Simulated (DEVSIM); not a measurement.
Device: Ti/SiO2/n-Si capacitor, at 300 K.

```csv
layer (left to right),material,thickness (nm),Nd (cm⁻³)
1,SiO2,50.0,-
2,Si,1600,1.3e17
```

Metal gate on the left, work function 4.33 eV. Fixed charge at the semiconductor interface 0 cm⁻² (in units of +e); interface traps 9.6e10 cm⁻² eV⁻¹, uniform in energy, neutral level at 0.5 of the gap above the valence band.

Constants are typed, rounded textbook-type inputs, not results; the design itself was drawn at random and stands for no fabricated device. Values at 300 K; Nc and Nv go as T^1.5, mobilities as T to minus their exponent, the gap by Varshni's rule with the affinity fixed.

```
parameter         SiO2        Si
----------------  ----  --------
gap (eV)             9     1.124
affinity (eV)      0.9      4.05
permittivity       3.9      11.7
Nc (cm⁻³)            -   2.86e19
Nv (cm⁻³)            -    3.1e19
Varshni α (eV/K)     -  0.000473
Varshni β (K)        -       636
```

Model (solved in DEVSIM): 1D Poisson equation in equilibrium, Boltzmann statistics, complete ionisation; no quantum confinement or tunnelling. Metal contacts follow the ideal Schottky-Mott rule: no Fermi-level pinning, no interface dipoles.

Base results: minimum of the low-frequency capacitance (μF/cm²) 0.0463; capacitance of the dielectric stack (μF/cm²) 0.0691; flat-band voltage (V) 0.23.

Task: What follows from this one change: gate work function 4.33 → 4.63 eV?

Result: minimum of the low-frequency capacitance little changed (0.0465 μF/cm²); capacitance of the dielectric stack little changed (0.0691 μF/cm²); flat-band voltage 0.23 → 0.53 V.

Task: What follows from this one change: fixed charge 0 → -6e+11 cm^-2?

Result: minimum of the low-frequency capacitance little changed (0.0464 μF/cm²); capacitance of the dielectric stack little changed (0.0691 μF/cm²); flat-band voltage 0.23 → 1.63 V.

Task: What follows from this one change: SiO2 thickness 0.05 → 0.06 μm?

Result: minimum of the low-frequency capacitance 0.0463 → 0.0408 μF/cm²; capacitance of the dielectric stack 0.0691 → 0.0576 μF/cm²; flat-band voltage 0.23 → 0.25 V.

Task: What follows from this one change: interface trap density 9.6e+10 → 2e+12 cm^-2 eV^-1?

Result: minimum of the low-frequency capacitance 0.0463 → 0.0598 μF/cm²; capacitance of the dielectric stack little changed (0.0691 μF/cm²); flat-band voltage 0.23 → 2.10 V.

Task: What follows from this one change: temperature 300 → 500 K?

Result: minimum of the low-frequency capacitance 0.0463 → 0.0511 μF/cm²; capacitance of the dielectric stack little changed (0.0691 μF/cm²); flat-band voltage 0.23 → 0.07 V.

Task: What follows from this one change: substrate doping 1.3e+17 → 1.3e+16 cm^-3?

Result: minimum of the low-frequency capacitance 0.0463 → 0.0320 μF/cm²; capacitance of the dielectric stack little changed (0.0691 μF/cm²); flat-band voltage 0.23 → 0.16 V.
